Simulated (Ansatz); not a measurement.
The starting structures come from a database of crystals and need not be the phases stable at ambient conditions.

The decay constant κ of evanescent states in the gap governs leakage through a thin film.

Given:

```xyz
12
Lattice="7.3216 0.0000 0.0000 -2.2496 7.1270 0.0000 0.0000 1.7938 3.0930" Properties=species:S:1:pos:R:3 pbc="T T T"
Na     0.1455     4.6907     0.2819
Na     4.9265     4.1453     2.6648
V      1.2608     1.1985     0.3638
V      3.8112     7.7445     2.7675
O      2.6040     3.7864     3.0240
O      2.4679     5.1806     0.1488
O      0.8125     1.8321     1.9935
O      4.2594     7.0506     1.0337
F      5.0649     4.6184     0.3318
F      0.0070     4.2245     2.6269
F     -0.1610     6.8074     1.1270
F      5.2330     2.0339     1.8288
```

Space group of this cell: P2_1. The cell is taken as given; by r2SCAN its mean pressure is -7.1 GPa.

Transport runs along the normal of the first two printed cell vectors.

The gap is the functional's own. No spin-orbit coupling. Mid-gap values are interpolated on the energy grid.

Q: Predict the band gap and the smallest decay constant κ at mid-gap from r2SCAN run with Ansatz (an electronic-structure program).

A: Gap 2.28 eV on a 6×10×10 mesh; κ = 0.367 1/Å, at (0.167, 0.500) of the in-plane reciprocal vectors. At the zone centre, at the nearest computed energy, the slowest state has κ = 0.38 1/Å.
